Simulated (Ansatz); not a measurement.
System: InAlN2 (model structure, started from the ScAlN2 type, P3m1, No. 156, 4 atoms in the cell). Method: PBEsol+SOC (Ansatz, a quantum-chemistry and plane-wave program, plane waves, PAW).

Run with plane-wave cutoff 520 eV, 12×12×6 k mesh (along the axes of the cell as run), Fermi–Dirac smearing 0.01 eV, PAW data made under PBE.

Cell (relaxed with PBEsol):

```
CELL_PARAMETERS angstrom
      3.30645     0.00000     0.00000
     -1.65322     2.86347     0.00000
      0.00000     0.00000     5.44700
ATOMIC_POSITIONS crystal
  In 0.33333 0.66667 0.00742
  N  0.33333 0.66667 0.40677
  Al 0.66667 0.33333 0.50660
  N  0.66667 0.33333 0.84922
```

### Question
Estimate the band gap that the calculation returns.

### Answer

* **band gap**: 0.94 eV (direct)

Note: the relaxation could raise the start's symmetry but not lower it, so the cell can be a saddle point.

Static lattice: no zero-point or thermal effects.

The result took around 50 core-seconds (rough).

A model structure was made by putting elements into a prototype or built by hand; it is no filed structure, need not be a known phase, and can be a saddle point held by its symmetry.
